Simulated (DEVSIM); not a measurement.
Structure: illuminated Si p-on-n cell, one wavelength, at 250 K.

Layer 1 from the left is Si, thickness (μm) 0.150, Na (cm⁻³) 1.2e18, τn (s) 6.3e-8, τp (s) 2e-7, absorption coefficient (cm⁻¹) 110. Layer 2 from the left is Si, thickness (μm) 280, Nd (cm⁻³) 1e15, τn (s) 1.5e-6, τp (s) 1.5e-6, absorption coefficient (cm⁻¹) 110.

Left contact: ohmic, minority electron recombination velocity 5e5 cm/s. Right contact: ohmic, minority hole recombination velocity 20000 cm/s. Voltage is applied to the left contact. Recombination: SRH at mid-gap, radiative, Auger. Light enters at the left, 4.5e16 photons cm⁻² s⁻¹, one pass, no reflection. Mobility is constant in doping.

The device is made up for the run: typed textbook-type constants, with dimensions and the other settings drawn at random. Values at 300 K; Nc and Nv go as T^1.5, mobilities as T to minus their exponent, the gap by Varshni's rule with the affinity fixed.

Si: gap (eV) 1.124, affinity (eV) 4.05, permittivity 11.7, Nc (cm⁻³) 2.86e19, Nv (cm⁻³) 3.1e19, μn (cm²/Vs) 1417, μp (cm²/Vs) 470, T exponent of μn 2.3, T exponent of μp 2.2, B (cm³/s) 4.7e-15, Cn (cm⁶/s) 2.8e-31, Cp (cm⁶/s) 9.9e-32, Varshni α (eV/K) 0.000473, Varshni β (K) 636.

Simulated with DEVSIM: 1D drift-diffusion, Boltzmann statistics, complete ionisation; no tunnelling, impact ionisation, image-force lowering or self-heating.

Dark forward current:

| |V| (V) | |J| (A/cm²) |
|---|---|
| 0.05 | 7.237e-11 |
| 0.10 | 2.975e-10 |
| 0.15 | 1.049e-9 |
| 0.20 | 3.605e-9 |
| 0.25 | 1.253e-8 |
| 0.30 | 4.560e-8 |
| 0.35 | 1.851e-7 |
| 0.40 | 9.267e-7 |
| 0.45 | 6.108e-6 |
| 0.50 | 5.042e-5 |
| 0.55 | 0.0004697 |
| 0.60 | 0.004534 |
| 0.65 | 0.03894 |
| 0.70 | 0.2027 |
| 0.75 | 0.5891 |
| 0.80 | 1.242 |
| 0.85 | 2.230 |
| 0.90 | 3.645 |
| 0.95 | 5.578 |
| 1.00 | 8.101 |
| 1.05 | 11.26 |
| 1.10 | 15.10 |
| 1.15 | 19.63 |
| 1.20 | 24.88 |
| 1.25 | 30.85 |
| 1.30 | 37.56 |

Q: Work out the local ideality factor n = ΔV / (kT/q · ln(J2/J1)) between the rows 0.10 and 0.15 V, 0.55 and 0.60 V, 1.25 and 1.30 V.

A: kT/q = 21.54 mV. From 0.10 to 0.15 V: ln(1.049e-9/2.975e-10) = 1.260, n = 1.84. From 0.55 to 0.60 V: ln(0.004534/0.0004697) = 2.267, n = 1.02, near the 1 of diffusion or emission over a barrier. From 1.25 to 1.30 V: ln(37.56/30.85) = 0.197, n = 11.79.

Q: What current could the absorbed light give at most, and what share is collected?

A: Σ αd = 3.08, so qΦ(1 − exp(−Σ αd)) = 6.88 mA/cm². The simulated short-circuit current is 2.540 mA/cm², a share of 0.37.

Q: Estimate the open-circuit voltage by superposition: the voltage at which the dark current equals that short-circuit current.

A: Interpolating ln J in the table gives 0.587 V. The simulation gives 0.587 V, the same within the digits that matter. Superposition holds where collection doesn't change with voltage.

Q: Estimate the fill factor from FF0 = (v − ln(v + 0.72))/(v + 1), v = qVoc/(nkT), with n from the dark curve.

A: The rows about Voc, 0.55 and 0.60 V, give n = 1.02, so v = 26.6 and FF0 = 0.844. The simulation gives 0.837, the same within the digits that matter.
